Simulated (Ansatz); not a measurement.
The starting structures come from a database of crystals and need not be the phases stable at ambient conditions.

**Evanescent states of CuI (P4/nmm, not sure to be the ambient phase, 4 atoms a cell, 25.1 Å³ an atom, 2 GPa at this level) along the normal of (100)**

Level of theory: r2SCAN (plane waves, PAW; Ansatz, a program for electronic structure).

The gap is the functional's own. No spin-orbit coupling. Mid-gap values are interpolated on the energy grid.

Energies count from the valence-band top; κ is the least over a 8×6 mesh across the current.

```
E (eV)  κ (1/Å)  where
------  -------  -----
0.06      0.057      Γ
0.17      0.095      Γ
0.28      0.118      Γ
0.39      0.134      Γ
0.49      0.145      Γ
0.60      0.154      Γ
0.71      0.160      Γ
0.82      0.164      Γ
0.94      0.165      Γ
1.04      0.166      Γ
1.16      0.164      Γ
1.26      0.160      Γ
1.38      0.155      Γ
1.49      0.147      Γ
1.59      0.137      Γ
1.71      0.123      Γ
1.81      0.104      Γ
1.93      0.076      Γ
```

Question: How thick must the barrier be to attenuate the transmission by 10^4 when the electrodes' Fermi level lies at 0.28 eV, and what attenuation does that film give at 1.71 eV?

Answer: d = 4 ln 10 / (2 × 0.118) = 39.0 Å. At 1.71 eV it gives 4 × 0.123/0.118 = 4.2 decades.
